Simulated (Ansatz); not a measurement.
**Carrier properties of CdTe under load (space group I-4m2)**

Given:

```
CELL_PARAMETERS angstrom
      0.00000     3.13944     3.52206
      3.13944     0.00000     3.52206
      3.13944     3.13944     0.00000
ATOMIC_POSITIONS crystal
  Cd 0.00000 0.00000 0.00000
  Te 0.25000 0.25000 0.25000
```

Method: r2SCAN with spin-orbit coupling, rigid bands (plane waves, PAW; Ansatz, an electronic-structure program). Condition of this run: uniaxial stress along [001] of -2.5 GPa (compression positive) (the target of the relaxation). How the cell was made: cell and atoms relaxed with PBEsol, then loaded as said.

```json
{
 "band_gap": "0.74 eV",
 "electron conductivity mass (300 K, dilute)": "0.089 (x), 0.089 (y), 0.096 (z) mₑ",
 "hole conductivity mass (300 K, dilute)": "0.22 (x), 0.22 (y), 0.63 (z) mₑ",
 "effective density of states N_c (300 K)": "6.3e17 cm⁻³",
 "effective density of states N_v (300 K)": "3.3e18 cm⁻³",
 "density_of_states_mass_electrons": "0.086 mₑ",
 "density_of_states_mass_holes": "0.26 mₑ",
 "Seebeck coefficient, n-type 1e19 cm⁻³, 300 K": "-60 μV/K",
 "Seebeck coefficient, p-type 1e19 cm⁻³, 300 K": "163 μV/K",
 "best p-type power factor at 300 K for τ = 10 fs (best axis; densities from 1e16 to 1e21 cm⁻³ tried, whether or not they can be reached)": "5.9 μW/(cm·K²) at 3e20 cm⁻³"
}
```

Rigid bands; masses and Seebeck coefficients take one relaxation time τ for all states and one kind of carrier; polarons and phonon drag are left out. Geometry: cell and atoms relaxed with PBEsol.
